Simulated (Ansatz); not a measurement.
The reference is As in the A7 type structure (space group R-3m, No. 166; a = 3.7454 Å, c = 9.7545 Å (hexagonal axes); layered).

Perturbation: a free-standing slab of 1 layer (2 atoms, 2 a layer) is cut normal to the stacking axis, with 15 Å of vacuum and the in-plane cell relaxed.

Levels (all Ansatz, a first-principles code, PAW): PBEsol-D3(BJ) (420 eV, no SOC); PBEsol+SOC (420 eV, noncollinear with spin-orbit coupling).

The geometry is relaxed with PBEsol-D3(BJ).

- PBEsol-D3(BJ) smallest direct gap = 2.16 eV
- PBEsol-D3(BJ) band gap = 1.40 eV

Task: What does PBEsol+SOC give at this geometry for the smallest direct gap, hole mass and band gap?

Result: The smallest direct gap shrinks by 0.14 eV to 2.02 eV; the hole mass (in plane) amounts to 0.13 mₑ (at Γ); the band gap drops by 0.13 eV (1.40 eV → 1.27 eV).

Single points use the geometry relaxed with PBEsol-D3(BJ). Differences between runs with and without spin-orbit coupling are approximate. Effective masses come from finite differences of ±0.01 Å⁻¹. Whether these cells are dynamically stable was not tested.
